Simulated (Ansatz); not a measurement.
Levels about the gap of amorphous Si24O49Na2 (75 atoms in a cell of 1130 Å³, 2.21 g/cm³; zone centre alone, so wide bands show as single levels with stretches between that a denser mesh fills), at the geometry that PBE relaxed, where it gives -0.4 GPa on a denser mesh. The participation number counts the atoms over which a state spreads; weights are charges in smoothed Voronoi cells. The levels come from a single point, so bond lengths are those of that geometry. Method of the levels: r2SCAN, scalar-relativistic without spin-orbit coupling (Ansatz, a first-principles code). Sampling: the zone centre alone; Fermi-Dirac width 0.01 eV; collinear spin, started from moments on atoms (the moments died out). At PBE the levels at the filled edge of the gap are localised (band-tail or defect states), and the nearest spread-out levels lie 5.4 eV apart at the zone centre.

Preparation: random packing, a CHGNet melt and quench, and a DFT relaxation. O atoms were pushed apart under 1.9 Å during the dynamics, to hinder bonds among them. The hot cell started wider than the set density and was brought back towards it in steps. It is the lowest in DFT energy of 2 quenches. It is a model cell: composition and starting density were chosen by hand, and all elements were melted together. No dispersion term was used. Its density started from a set value of 2.21 and ended at 2.21 g/cm³. The simulated quench (nominally 400 K/ps over its main leg) is rapid and tends to freeze in more defects than a deposited or slowly cooled glass has. One small periodic cell is one sample of the glass; other quenches scatter about these values. The volume was held where the preparation left it and the shape relaxed, at a PBE pressure of -0.4 GPa (tension). Stress components on the final sampling reach 0.6 GPa. Cycles of charging lowered its energy after that relaxation.

| E - E(highest filled), eV | filling | spin | participation number | largest on | weight O | weight Si | weight Na |
|---|---|---|---|---|---|---|---|
| -1.64 | filled | up | 2.1 | O, 1 neighbours | 0.89 | 0.11 | 0.00 |
| -1.15 | filled | dn | 5.2 | O, 2 neighbours | 0.95 | 0.05 | 0.00 |
| -1.15 | filled | up | 5.2 | O, 2 neighbours | 0.95 | 0.05 | 0.00 |
| -0.21 | filled | dn | 1.4 | O, 1 neighbours | 0.93 | 0.07 | 0.00 |
| -0.21 | filled | up | 1.4 | O, 1 neighbours | 0.93 | 0.07 | 0.00 |
| 0.00 | filled | dn | 1.5 | O, 1 neighbours | 0.94 | 0.06 | 0.00 |
| 0.00 | filled | up | 1.5 | O, 1 neighbours | 0.94 | 0.06 | 0.00 |
| 3.55 | empty | up | 45.4 | Na, 4 neighbours | 0.69 | 0.18 | 0.13 |
| 3.55 | empty | dn | 45.4 | Na, 4 neighbours | 0.69 | 0.18 | 0.13 |
| 5.13 | empty | dn | 29.0 | Na, 3 neighbours | 0.69 | 0.14 | 0.17 |
| 5.13 | empty | up | 29.0 | Na, 3 neighbours | 0.69 | 0.14 | 0.17 |
| 5.23 | empty | dn | 24.0 | Na, 4 neighbours | 0.67 | 0.16 | 0.17 |
| 5.23 | empty | up | 24.0 | Na, 4 neighbours | 0.67 | 0.16 | 0.17 |
| 5.59 | empty | up | 45.0 | Na, 4 neighbours | 0.68 | 0.23 | 0.08 |

Most localised among these is the filled level at -0.21 eV, on a O atom, which has 1 neighbours (Si 1.55 Å).
